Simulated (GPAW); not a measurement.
Input and output of a self-consistent single point for PbSe2 (P1, 6 atoms in the cell) (GPAW).

Method: LDA (Perdew-Wang 92), GPAW PAW datasets LDA (gpaw-data 1.0.1) (plane waves; GPAW).

The change in words: atoms moved at random. Reference geometry:
```
PbSe2
1.0
   -3.22050     3.22050     3.88034
    3.22050    -3.22050     3.88034
    3.22050     3.22050    -3.88034
Pb Se
2 4
Direct
  0.25000   0.25000   0.00000
  0.75000   0.75000   0.00000
  0.62982   0.12982   0.75964
  0.37018   0.87018   0.24036
  0.12982   0.37018   0.50000
  0.87018   0.62982   0.50000
```

Reference input (self-consistent single point, DFT LDA (Perdew-Wang 92), plane waves, GPAW PAW datasets LDA (gpaw-data 1.0.1)): mode = pw; ecut = 550 eV; xc = LDA; kpts = 4 4 4; mesh shift (steps) = 0 0 0; occupations.name = methfessel-paxton; occupations.width = 0.2 eV; occupations.order = 0; nbands = -12; convergence.forces = 0.001 eV/Å; symmetry.symmorphic = false; symmetry.tolerance = 0.0005. This run's input differs from it in these lines:

```diff
@@ -8,8 +8,8 @@
                     [3.220499, 3.220499, -3.880343]],
-              scaled_positions=[[0.250000, 0.250000, 0.000000],
-                                [0.750000, 0.750000, 0.000000],
-                                [0.629820, 0.129820, 0.759640],
-                                [0.370180, 0.870180, 0.240360],
-                                [0.129820, 0.370180, 0.500000],
-                                [0.870180, 0.629820, 0.500000]],
+              scaled_positions=[[0.244601, 0.253584, -0.005160],
+                                [0.742526, 0.738849, -0.011275],
+                                [0.637156, 0.132610, 0.769543],
+                                [0.374163, 0.876654, 0.237053],
+                                [0.127585, 0.361060, 0.506075],
+                                [0.873969, 0.637242, 0.503765]],
               pbc=True)
```

Output (repeated stretches shortened):

```
     iter     time        total  log10-change:
                         energy   eigst   dens  force
iter:   1 --:--:--   -27.785476
iter:   2 --:--:--   -27.739158   -1.23  -1.25
iter:   3 --:--:--   -27.437346   -1.85  -1.28
iter:   4 --:--:--   -27.483662   -2.03  -1.58
iter:   5 --:--:--   -27.384408   -2.70  -1.75
iter:   6 --:--:--   -27.384289   -4.07  -2.48
iter:   7 --:--:--   -27.381151c  -4.32  -2.44
iter:   8 --:--:--   -27.380972c  -4.57  -2.79
iter:   9 --:--:--   -27.380819c  -5.47  -3.10
iter:  10 --:--:--   -27.380808c  -6.25  -3.35
iter:  11 --:--:--   -27.380814c  -6.30  -3.41
iter:  12 --:--:--   -27.380816c  -7.00  -3.55
iter:  13 --:--:--   -27.380802c  -6.53  -3.60
iter:  14 --:--:--   -27.380801c  -7.51c -3.82
iter:  15 --:--:--   -27.380800c  -7.47c -3.86
iter:  16 --:--:--   -27.380801c  -7.89c -4.19c
iter:  17 --:--:--   -27.380801c  -8.82c -4.30c -3.64c
Converged after 17 iterations.

Dipole moment: (2.393265, 1.620553, -2.159484) |e|*Ang

Energy contributions relative to reference atoms: (reference = -1398010.561824)

Kinetic:        +33.590737
Potential:      -35.321163
External:        +0.000000
XC:             -25.533385
Entropy (-ST):   -0.009910
Local:           -0.112035
SIC:             +0.000000
--------------------------
Free energy:    -27.385756
Extrapolated:   -27.380801

Showing only first 2 kpts
 Kpt  Band  Eigenvalues  Occupancy
  0    24      3.21273    2.00000
  0    25      5.92271    0.81596
  0    26      7.96177    0.00000
  0    27      8.04248    0.00000

  1    24      4.19707    2.00000
  1    25      4.70782    2.00000
  1    26      7.14003    0.00000
  1    27      8.04919    0.00000

Fermi level: 5.88980

No gap
   [... lines left out ...]
  0 Pb    0.03270    0.08531   -0.03941
  1 Pb    0.02641    0.02786    0.05093
  2 Se   -0.16384   -0.22174   -0.00523
  3 Se    0.12668    0.18047   -0.10123
  4 Se    0.05249   -0.18710    0.16563
  5 Se   -0.07362    0.11651   -0.07054

Stress tensor:
     0.022173     0.000466     0.000270
     0.000466     0.022579     0.000171
     0.000270     0.000171     0.015336
Stress (GPa, Voigt): [3.5525 3.6175 2.457  0.0273 0.0433 0.0747]
```

The run converged in 17 iterations. GPAW prints stress with tension positive. Against the reference run the free energy rises by 2.4 meV/atom, the pressure goes from -2.72 to -3.21 GPa and the largest force goes from 0.258 to 0.276 eV/Å.

The starting cell comes from a database of computed structures (which also holds hypothetical and non-ambient phases and stackings), without a prior relaxation at this level. Its lattice was rescaled by a random factor within 2.5 % of one. For this run, on top of that: atoms moved at random. With a pressure of about -3 GPa the cell is away from its equilibrium volume at this level. The run gives no clean gap (levels at the Fermi energy touch, overlap or are partly filled at this smearing), which alone does not show that the compound is a metal.

Cost on one core of a shared machine: roughly 4 min.
